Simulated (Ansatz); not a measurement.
Worked example: relaxation of cell and atoms of SrGaGe (P-6m2, 3 atoms in the cell) in Ansatz (an electronic-structure program).

Method of the run: PBEsol, default PAW files made with PBE (plane waves; Ansatz).

The change in words: atoms on their sites; basis.ecutwfc: 420 eV → 840 eV; relax: default → cell and atoms. Reference geometry:
```xyz
3
Lattice="4.2566 0.0000 0.0000 -2.1283 3.6863 0.0000 0.0000 0.0000 4.6976" Properties=species:S:1:pos:R:3 pbc="T T T"
Sr     0.0000     0.0000     0.0500
Ga     0.0000     2.4576     2.3488
Ge     2.1283     1.2288     2.3488
```

Reference input (self-consistent single point, DFT, PBEsol, plane waves, default PAW files made with PBE): basis.ecutwfc = 420 eV; kpoints.mp_grid.grid = 9 9 7; hamiltonian.xc = pbesol; hamiltonian.pseudopotentials = {kind: paw} (the program's default PAW files); scf.occupations.method = gaussian; scf.occupations.width = 0.1 eV. This run's input differs from it in these lines:

Ansatz 0.2 input:
```diff
@@ -6,3 +6,3 @@
   atoms:
-    - { symbol: Sr, position: [0.000000, 0.000000, 0.010644] }
+    - { symbol: Sr, position: [0.000000, 0.000000, 0.000000] }
     - { symbol: Ga, position: [0.333333, 0.666667, 0.500000] }
@@ -10,3 +10,3 @@
 basis:
-  ecutwfc: 420.0 eV
+  ecutwfc: 840.0 eV
 kpoints:
@@ -22,2 +22,4 @@
     width: 0.1 eV
+relax:
+  cell: {}
 output:
```

Output, abridged:

```
   [... SCF lines of the steps left out ...]
relax step   1: F+E_penalty+E_count = -11490.60209855 eV  Δ(F+E_penalty+E_count) = +0.000e0 eV  max|allowed force component| = 3.978e-16 eV/Å  Δτ_max = 0.0000 Å  P = -0.713 GPa  Ω = 73.710 Å³  (7 SCF iters, dr2 threshold 1.00e-7 eV, accepted)
relax step   2: F+E_penalty+E_count = -11490.60578138 eV  Δ(F+E_penalty+E_count) = -3.683e-3 eV  max|allowed force component| = 1.696e-16 eV/Å  Δτ_max = 0.0000 Å  P = -0.104 GPa  Ω = 72.610 Å³  energy of the carried Pulay correction = +3.402e-6 eV  [...]
relax step   3: F+E_penalty+E_count = -11490.60584556 eV  Δ(F+E_penalty+E_count) = -6.417e-5 eV  max|allowed force component| = 2.621e-16 eV/Å  Δτ_max = 0.0000 Å  P = +0.001 GPa  Ω = 72.437 Å³  energy of the carried Pulay correction = +3.937e-6 eV  [...]
relax step   4: F+E_penalty+E_count = -11490.60584175 eV  Δ(F+E_penalty+E_count) = +3.809e-6 eV  max|allowed force component| = 2.498e-16 eV/Å  Δτ_max = 0.0000 Å  P = +0.001 GPa  Ω = 72.437 Å³  stress off target by 4.62e-3 GPa  SCF on the basis [...]
basis re-selected at this cell: Δ(F+E_penalty+E_count) = +3.809e-6 eV, ΔP = -0.000 GPa vs the last step
the relaxation is at rest under the 12 symmetry operations that the run kept from its start: a minimum is not shown …
Free energy (F): -11490.605842 eV
Internal energy: -11490.599702 eV  (E = F + TS)
E sigma→0 (E₀):  -11490.602772 eV
Entropy (-TS):   -0.006140 eV (-2.047 meV/atom)
Fermi energy:    9.387053 eV
--- Forces (eV/Å), atoms counted from 1 ---
  atom   1  Sr     0.00000000     0.00000000    -0.00000000
   [... zero for the other atoms too ...]
   [... lines left out ...]
  cell:  # Å, volume = 72.4368 Å³
   [... lines left out ...]
    - [-2.1243662242885475, 3.679510234351026, -6.097288943947468e-19]
    - [1.3457846465206651e-18, 7.192527846021029e-34, 4.63350961664903]
  atoms:
    - { symbol: Sr, position: [2.0731983954382448e-33, 3.1811549735006766e-33, -8.99690640524649e-35] }
    - { symbol: Ga, position: [0.33333333333333326, 0.6666666666666665, 0.5] }
    - { symbol: Ge, position: [0.6666666666666665, 0.33333333333333326, 0.5] }
```

The run converged. 

Summary of the result:
* **Free energy E − TS (on the zero of these files)**: -11490.6058 eV
* **Fermi level (on the code's own zero)**: 9.39 eV
* **Pressure**: 0.00 GPa
* **Final cell**: a = 4.249 Å, b = 4.249 Å, c = 4.634 Å, α = 90.00°, β = 90.00°, γ = 120.00°
* **Final volume per atom**: 24.15 Å³
* **Relaxation steps**: 4

The starting cell comes from a database of computed structures (which also holds hypothetical and non-ambient phases and stackings), without a prior relaxation at this level. Its lattice was rescaled by up to half a per cent. The relaxation keeps the symmetry of its start, so its end need not be a minimum. Ansatz's pressure includes its estimate of the finite-basis (Pulay) stress.

Cost on one core of a shared machine: roughly 3 min.
